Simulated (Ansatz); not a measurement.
B: response to strain

Take B (space group R-3m, No. 166; a = 4.8763 Å, c = 12.4993 Å (hexagonal axes)) as the base. Axes: x lies along a and z along c of the hexagonal cell.

Strains are applied to the cell and any free atomic positions relax; under biaxial strain the out-of-plane vector relaxes too.

Level of theory: PBEsol (Ansatz, a program for electronic structure), without spin-orbit coupling.

Notes on the quantities. energy relative to the base: free energy F; band gap: an upper bound: an edge found on the path is not a true extremum; the base alone.

| variant | energy relative to the base | band gap | volume per atom |
|---|---|---|---|
| base | 0 meV/atom | 1.34 eV | 7.15 Å³ |
| biaxial strain −3.44 %, plane normal [001], relaxed out of plane | +33 meV/atom | 0.71 eV | [?] |
| biaxial strain +1.43 %, plane normal [001], relaxed out of plane | [?] | 1.58 eV | 7.34 Å³ |
| isotropic strain −0.60 % | [?] | 1.25 eV | 7.02 Å³ |

Q: Complete the table.

A: 
- biaxial strain −3.44 %, plane normal [001], relaxed out of plane, volume per atom: 6.71 Å³
- biaxial strain +1.43 %, plane normal [001], relaxed out of plane, energy relative to the base: +5.1 meV/atom
- isotropic strain −0.60 %, energy relative to the base: +1.6 meV/atom

Stability against distortions was not tested.
